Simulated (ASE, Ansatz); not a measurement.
One thermal frame of composition TiSi, cell Ti24Si24, held well above this temperature first, at a temperature that wasn't checked against the liquidus, so perhaps supercooled [in the CHGNet run: it was liquid; mean temperature 1653 K (target 1660 K); density 3.80 g/cm³, volume +4 % from the start cell's; mean pressure -1.5 GPa against a target of 0], 1660 K, computed in Ansatz (plane waves, PAW) at several levels on the same positions and k-sampling (one point, (1/4, 1/4, 1/4)); no spin polarisation or spin-orbit coupling.

The frame comes from MD with CHGNet (ASE). The base level is PBE (cutoff 420 eV), whose static pressure on this k-sampling is -0.5 GPa. On the run's last frame a denser k-mesh moved the forces by 0.055 eV/Å rms, the static pressure by -0.06 GPa and the free energy by -2 meV/atom, which is about how far such values are converged. That check is the base level's. Differences between levels on one k-sampling err less than the absolute values. Cutoffs of the other levels: 500 eV for r2SCAN, the files' default (420 eV for most) otherwise. Volume per atom 16.59 Å³.

```json
[
 {"level": "PBE", "static pressure less the base's (GPa)": "0", "rms force change from the base (eV/Å)": "0", "cost": "(base)"},
 {"level": "r2SCAN", "static pressure less the base's (GPa)": "(withheld)", "rms force change from the base (eV/Å)": "(withheld)", "cost": "about 2.9 core-minutes (a rough figure)"},
 {"level": "PBEsol", "static pressure less the base's (GPa)": "(withheld)", "rms force change from the base (eV/Å)": "0.04", "cost": "around 28 core-seconds (rough)"},
 {"level": "LDA", "static pressure less the base's (GPa)": "(withheld)", "rms force change from the base (eV/Å)": "(withheld)", "cost": "roughly 25 core-seconds"}
]
```

Problem. Fill in the missing entries.

Solution. 
- r2SCAN, static pressure less the base's (GPa): -1.4
- r2SCAN, rms force change from the base (eV/Å): 0.06
- PBEsol, static pressure less the base's (GPa): -3.6
- LDA, static pressure less the base's (GPa): -6.5
- LDA, rms force change from the base (eV/Å): 0.11

Ansatz is an electronic-structure program.
